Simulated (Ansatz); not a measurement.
What 4 layers does to MoS2

Start from MoS₂ in the 2H-MoS2 type structure (space group P6_3/mmc, No. 194; a = 3.1730 Å, c = 12.4361 Å; layered, stacked along the Cartesian z axis).

Now apply this change: a free-standing slab of 4 layers (12 atoms, 3 a layer) is cut normal to the stacking axis, with 15 Å of vacuum and the in-plane cell relaxed.

Method: r2SCAN+rVV10 (Ansatz, a quantum-chemistry and plane-wave program, PAW, without spin-orbit coupling). k-mesh 12×12×1 (Γ-centred); smearing 0.05 eV (Fermi–Dirac), for the changed cell.

```csv
quantity,base,changed,shift
layer's space group (with vacuum),–,P-3m1 (No. 164),–
shortest interatomic distance,2.403 Å,2.403 Å,0.000 Å
band gap,1.01 eV,1.14 eV,+0.13 eV
gap character,–,"indirect, Γ → K",–
smallest direct gap,1.74 eV,1.76 eV,+0.014 eV
hole mass (in plane),–,0.78 mₑ (at Γ),–
"valence-band top at Γ (three highest levels, from the VBM)","0.00, -1.13, -1.36 eV","0.00, -0.19, -0.52 eV",–
excess energy per area of both faces (slab less bulk energy over the cell's area: twice a surface energy),–,0.39 J/m²,–
thickness between the outermost nuclei,–,21.78 Å,–
in-plane lattice parameter a,3.173 Å,3.173 Å,0.000 Å
```

Final structure:

```
CELL_PARAMETERS angstrom
      3.17267     0.00000     0.00000
      1.58634     2.74762     0.00000
      0.00000     0.00000    36.76557
ATOMIC_POSITIONS crystal
  S  0.66667 0.66667 0.20383
  Mo 0.33333 0.33333 0.24613
  S  0.66667 0.66667 0.28846
  S  0.33333 0.33333 0.37310
  Mo 0.66667 0.66667 0.41542
  S  0.33333 0.33333 0.45773
  S  0.66667 0.66667 0.54227
  Mo 0.33333 0.33333 0.58458
  S  0.66667 0.66667 0.62690
  S  0.33333 0.33333 0.71154
  Mo 0.66667 0.66667 0.75387
  S  0.33333 0.33333 0.79617
```

The excess energy carries the mismatch between the slab's and the bulk's meshes. Effective masses come from finite differences of ±0.01 Å⁻¹. Whether these cells are dynamically stable was not tested. k-point labels follow each cell's own Brillouin zone.
